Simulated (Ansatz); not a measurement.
A hypothetical phase is included: elements placed on a structure type, which no database files for this compound.

## Evanescent states of HfO$_{2}$ (P-3m1, CdI2 type, 3 atoms a cell, 14.1 Å³ an atom, -2 GPa at this level) along the normal of (100)

Method: r2SCAN (plane waves, PAW; Ansatz, a program for electronic structure).

The gap is the functional's own. No spin-orbit coupling. Mid-gap values are those at the computed energy nearest the middle.

Energies count from the valence-band top; κ is the least over a 10×8 mesh across the current.

```json
[
 {"E (eV)": "0.12", "κ (1/Å)": "0.197", "where": "Γ"},
 {"E (eV)": "0.34", "κ (1/Å)": "0.238", "where": "Γ"},
 {"E (eV)": "0.57", "κ (1/Å)": "0.269", "where": "Γ"},
 {"E (eV)": "0.81", "κ (1/Å)": "0.294", "where": "Γ"},
 {"E (eV)": "1.03", "κ (1/Å)": "0.314", "where": "Γ"},
 {"E (eV)": "1.26", "κ (1/Å)": "(withheld)", "where": "Γ"},
 {"E (eV)": "1.50", "κ (1/Å)": "(withheld)", "where": "Γ"},
 {"E (eV)": "1.73", "κ (1/Å)": "(withheld)", "where": "Γ"},
 {"E (eV)": "1.96", "κ (1/Å)": "(withheld)", "where": "Γ"},
 {"E (eV)": "2.19", "κ (1/Å)": "(withheld)", "where": "Γ"},
 {"E (eV)": "2.42", "κ (1/Å)": "(withheld)", "where": "Γ"},
 {"E (eV)": "2.65", "κ (1/Å)": "(withheld)", "where": "Γ"},
 {"E (eV)": "2.88", "κ (1/Å)": "(withheld)", "where": "Γ"},
 {"E (eV)": "3.10", "κ (1/Å)": "(withheld)", "where": "Γ"},
 {"E (eV)": "3.33", "κ (1/Å)": "(withheld)", "where": "Γ"},
 {"E (eV)": "3.56", "κ (1/Å)": "(withheld)", "where": "Γ"},
 {"E (eV)": "3.79", "κ (1/Å)": "(withheld)", "where": "Γ"},
 {"E (eV)": "4.03", "κ (1/Å)": "0.344", "where": "Γ"},
 {"E (eV)": "4.25", "κ (1/Å)": "0.331", "where": "Γ"},
 {"E (eV)": "4.49", "κ (1/Å)": "0.313", "where": "Γ"},
 {"E (eV)": "4.71", "κ (1/Å)": "0.262", "where": "off Γ"},
 {"E (eV)": "4.95", "κ (1/Å)": "0.099", "where": "off Γ"}
]
```

Problem. Some entries are withheld; supply them.

Solution. 
- 1.26, κ (1/Å): 0.330
- 1.50, κ (1/Å): 0.343
- 1.73, κ (1/Å): 0.354
- 1.96, κ (1/Å): 0.362
- 2.19, κ (1/Å): 0.368
- 2.42, κ (1/Å): 0.372
- 2.65, κ (1/Å): 0.375
- 2.88, κ (1/Å): 0.375
- 3.10, κ (1/Å): 0.373
- 3.33, κ (1/Å): 0.369
- 3.56, κ (1/Å): 0.363
- 3.79, κ (1/Å): 0.355
